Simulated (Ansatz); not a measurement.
The reference is BaTiO3 (space group P4mm, No. 99; a = 3.9855 Å, c = 4.2013 Å).

Method: PBE (Ansatz, a first-principles code), no spin-orbit coupling.

One change was made to it. Results:

```json
[
 {"quantity": "shortest interatomic distance", "base": "1.812 Å", "after": "1.822 Å"},
 {"quantity": "gap character", "base": "indirect, A → Γ", "after": "indirect, A → Γ"},
 {"quantity": "smallest direct gap", "base": "2.39 eV", "after": "2.35 eV"}
]
```

Problem. Which of these changes matches the shifts?
A) pressure 1.5 GPa
B) pressure 0.3 GPa
C) pressure 3 GPa

Solution. A, pressure 1.5 GPa. For comparison, the shortest interatomic distance in the other runs: pressure 0.3 GPa gives 1.814 Å; pressure 3 GPa gives 1.832 Å.

Load acts through the strain it causes; cell and atoms are relaxed under it. No phonon test of stability was made. The final runs are not spin-polarised.
